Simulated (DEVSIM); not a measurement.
Structure: Pt/La2O3/n-In0.53Ga0.47As capacitor, at 300 K.

```tsv
layer (left to right)	material	thickness (nm)	Nd (cm⁻³)
1	La2O3	7.70	-
2	In0.53Ga0.47As	2300	6e16
```

Metal gate on the left, work function 5.6 eV. Fixed charge at the semiconductor interface 0 cm⁻² (in units of +e); interface traps 5e10 cm⁻² eV⁻¹, uniform in energy, neutral level at 0.7 of the gap above the valence band.

Constants are typed, rounded textbook-type inputs, not results; the design itself was drawn at random and stands for no fabricated device. Values at 300 K.

```tsv
parameter	La2O3	In0.53Ga0.47As
gap (eV)	5.8	0.74
affinity (eV)	1.8	4.51
permittivity	27	13.9
Nc (cm⁻³)	-	2.1e17
Nv (cm⁻³)	-	7.7e18
```

DEVSIM, 1D Poisson equation in equilibrium, Boltzmann statistics, complete ionisation; no quantum confinement or tunnelling. Metal contacts follow the ideal Schottky-Mott rule: no Fermi-level pinning, no interface dipoles.

Problem. Tabulate band edges, carrier densities and field at 0.65 V on the gate.

Solution. Energies count from the Fermi level of the right contact; mesh points crowd at the junctions.

```json
[
 {"x (μm)": "0.000", "Ec (eV)": "3.150", "Ev (eV)": "-2.650", "n (cm⁻³)": "< 1e2", "p (cm⁻³)": "< 1e2", "field (V/cm)": "-39000"},
 {"x (μm)": "0.001138", "Ec (eV)": "3.146", "Ev (eV)": "-2.654", "n (cm⁻³)": "< 1e2", "p (cm⁻³)": "< 1e2", "field (V/cm)": "-39000"},
 {"x (μm)": "0.003045", "Ec (eV)": "3.138", "Ev (eV)": "-2.662", "n (cm⁻³)": "< 1e2", "p (cm⁻³)": "< 1e2", "field (V/cm)": "-39000"},
 {"x (μm)": "0.005582", "Ec (eV)": "3.128", "Ev (eV)": "-2.672", "n (cm⁻³)": "< 1e2", "p (cm⁻³)": "< 1e2", "field (V/cm)": "-39000"},
 {"x (μm)": "0.007459", "Ec (eV)": "3.121", "Ev (eV)": "-2.679", "n (cm⁻³)": "< 1e2", "p (cm⁻³)": "< 1e2", "field (V/cm)": "-39000"},
 {"x (μm)": "0.008535", "Ec (eV)": "0.404", "Ev (eV)": "-0.336", "n (cm⁻³)": "3.4e10", "p (cm⁻³)": "1.7e13", "field (V/cm)": "-73000"},
 {"x (μm)": "0.01074", "Ec (eV)": "0.388", "Ev (eV)": "-0.352", "n (cm⁻³)": "6.4e10", "p (cm⁻³)": "9.3e12", "field (V/cm)": "-72000"},
 {"x (μm)": "0.01816", "Ec (eV)": "0.337", "Ev (eV)": "-0.403", "n (cm⁻³)": "4.6e11", "p (cm⁻³)": "1.3e12", "field (V/cm)": "-66000"},
 {"x (μm)": "0.03101", "Ec (eV)": "0.258", "Ev (eV)": "-0.482", "n (cm⁻³)": "9.6e12", "p (cm⁻³)": "6.3e10", "field (V/cm)": "-56000"},
 {"x (μm)": "0.05809", "Ec (eV)": "0.136", "Ev (eV)": "-0.604", "n (cm⁻³)": "1.1e15", "p (cm⁻³)": "5.4e8", "field (V/cm)": "-35000"},
 {"x (μm)": "0.1189", "Ec (eV)": "0.039", "Ev (eV)": "-0.701", "n (cm⁻³)": "4.6e16", "p (cm⁻³)": "1.3e7", "field (V/cm)": "-3600"},
 {"x (μm)": "0.3065", "Ec (eV)": "0.032", "Ev (eV)": "-0.708", "n (cm⁻³)": "6.0e16", "p (cm⁻³)": "10000000", "field (V/cm)": "≈ 0"},
 {"x (μm)": "0.6384", "Ec (eV)": "0.032", "Ev (eV)": "-0.708", "n (cm⁻³)": "6.0e16", "p (cm⁻³)": "10000000", "field (V/cm)": "≈ 0"},
 {"x (μm)": "1.304", "Ec (eV)": "0.032", "Ev (eV)": "-0.708", "n (cm⁻³)": "6.0e16", "p (cm⁻³)": "10000000", "field (V/cm)": "≈ 0"},
 {"x (μm)": "1.945", "Ec (eV)": "0.032", "Ev (eV)": "-0.708", "n (cm⁻³)": "6.0e16", "p (cm⁻³)": "10000000", "field (V/cm)": "≈ 0"},
 {"x (μm)": "2.136", "Ec (eV)": "0.032", "Ev (eV)": "-0.708", "n (cm⁻³)": "6.0e16", "p (cm⁻³)": "10000000", "field (V/cm)": "≈ 0"},
 {"x (μm)": "2.227", "Ec (eV)": "0.032", "Ev (eV)": "-0.708", "n (cm⁻³)": "6.0e16", "p (cm⁻³)": "10000000", "field (V/cm)": "≈ 0"},
 {"x (μm)": "2.271", "Ec (eV)": "0.032", "Ev (eV)": "-0.708", "n (cm⁻³)": "6.0e16", "p (cm⁻³)": "10000000", "field (V/cm)": "≈ 0"},
 {"x (μm)": "2.295", "Ec (eV)": "0.032", "Ev (eV)": "-0.708", "n (cm⁻³)": "6.0e16", "p (cm⁻³)": "10000000", "field (V/cm)": "≈ 0"},
 {"x (μm)": "2.302", "Ec (eV)": "0.032", "Ev (eV)": "-0.708", "n (cm⁻³)": "6.0e16", "p (cm⁻³)": "10000000", "field (V/cm)": "≈ 0"},
 {"x (μm)": "2.306", "Ec (eV)": "0.032", "Ev (eV)": "-0.708", "n (cm⁻³)": "6.0e16", "p (cm⁻³)": "10000000", "field (V/cm)": "≈ 0"},
 {"x (μm)": "2.308", "Ec (eV)": "0.032", "Ev (eV)": "-0.708", "n (cm⁻³)": "6.0e16", "p (cm⁻³)": "10000000", "field (V/cm)": "≈ 0"}
]
```
